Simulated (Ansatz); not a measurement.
NbIr3 (model structure, started from the A15 type, Pm-3n, No. 223, 8 atoms in the cell) was calculated with PBEsol (Ansatz, a first-principles code, plane waves, PAW).

Numerical settings: plane-wave cutoff 520 eV, 12×12×12 k mesh, Fermi–Dirac smearing 0.05 eV, no spin polarisation, scalar-relativistic PAW data made under PBE.

Cell (relaxed at this level):

```yaml
crystal:
  lattice:
    - [4.96668, 0.00000, 0.00000]
    - [0.00000, 4.96668, 0.00000]
    - [0.00000, 0.00000, 4.96668]
  atoms:
    - { symbol: Ir, position: [0.25000, 0.00000, 0.50000] }
    - { symbol: Ir, position: [0.75000, 0.00000, 0.50000] }
    - { symbol: Ir, position: [0.00000, 0.50000, 0.25000] }
    - { symbol: Ir, position: [0.00000, 0.50000, 0.75000] }
    - { symbol: Ir, position: [0.50000, 0.25000, 0.00000] }
    - { symbol: Ir, position: [0.50000, 0.75000, 0.00000] }
    - { symbol: Nb, position: [0.00000, 0.00000, 0.00000] }
    - { symbol: Nb, position: [0.50000, 0.50000, 0.50000] }
```

Problem. What does this level give for the bulk modulus B0?

Solution. 
bulk modulus B0: 304 GPa

Note: the run has no spin polarisation, so it can have missed a magnetic state; the bulk modulus is −V dP/dV from two relaxed cells at ±2 % in volume; the relaxation could raise the start's symmetry but not lower it, so the cell can be a saddle point.

Spin–orbit coupling is not included.

Computing time: very roughly 5 core-minutes.

A model structure was made by putting elements into a prototype or built by hand; it is no filed structure, need not be a known phase, and can be a saddle point held by its symmetry.
